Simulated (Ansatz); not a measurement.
Results of r²SCAN+SOC (PAW; Ansatz, a quantum-chemistry and plane-wave program) for LaH3 (within 0.1 Å of Fm-3m, No. 225, 4 atoms in the cell; start mp-973064).

Run with plane-wave cutoff 560 eV, 12×12×12 k mesh, Fermi–Dirac smearing 0.01 eV, PAW data made under PBE.

Cell (relaxed with PBEsol):

```yaml
crystal:
  lattice:
    - [-1.94048, 1.94048, 2.76291]
    - [1.94048, -1.94048, 2.76291]
    - [1.94048, 1.94048, -2.76291]
  atoms:
    - { symbol: La, position: [0.00000, 0.00000, 0.00000] }
    - { symbol: H, position: [0.75000, 0.25000, 0.50000] }
    - { symbol: H, position: [0.25000, 0.75000, 0.50000] }
    - { symbol: H, position: [0.50000, 0.50000, 0.00000] }
```

What does this level give for the band gap and smallest direct gap on the k points sampled?


* **band gap**: 0.02 eV (under three smearing widths, so not firm)
* **smallest direct gap on the k points sampled**: 0.18 eV

Note: cell and atoms aren't relaxed at this level (pressure 3.4 GPa).

Computed values are for the static lattice.

A start named mp-… is a Materials Project structure, which need not be a measured phase.
